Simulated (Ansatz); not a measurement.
## A computed series for Sr: alloy series

The parent structure is Sr in the fcc (Cu type) structure (space group Fm-3m, No. 225; a = 5.923 Å).

The other end (x = 1) is Ca in the fcc (Cu type) structure (space group Fm-3m, No. 225): 40.58 Å³/atom, gap zero.

Ca replaces a fraction x of Sr; each row is one arrangement (x, atoms in the cell, starting space group or random), fully relaxed.

Method: Ansatz (a first-principles code) PBEsol, without spin-orbit coupling.

Candidates:
(a) x(Ca) = 0.5, 4 atoms, P4/nmm
(b) x(Ca) = 0.5, 4 atoms, R-3m
(c) x(Ca) = 0.25, 4 atoms, C2/m
(d) x(Ca) = 0.25, 4 atoms, R-3m
(e) x(Ca) = 0.5, 4 atoms, Pmmn

Base values:

Shortest interatomic distance: 4.188 Å

### Question
Order them by shortest interatomic distance, highest first.

### Answer
(c) x(Ca) = 0.25, 4 atoms, C2/m (4.054 Å), (d) x(Ca) = 0.25, 4 atoms, R-3m (4.016 Å), (e) x(Ca) = 0.5, 4 atoms, Pmmn (3.928 Å), (b) x(Ca) = 0.5, 4 atoms, R-3m (3.847 Å), (a) x(Ca) = 0.5, 4 atoms, P4/nmm (3.808 Å)

Each cell is one ordered arrangement of few atoms, which overstates ordering effects compared with a random alloy. Stability against distortions was not tested.
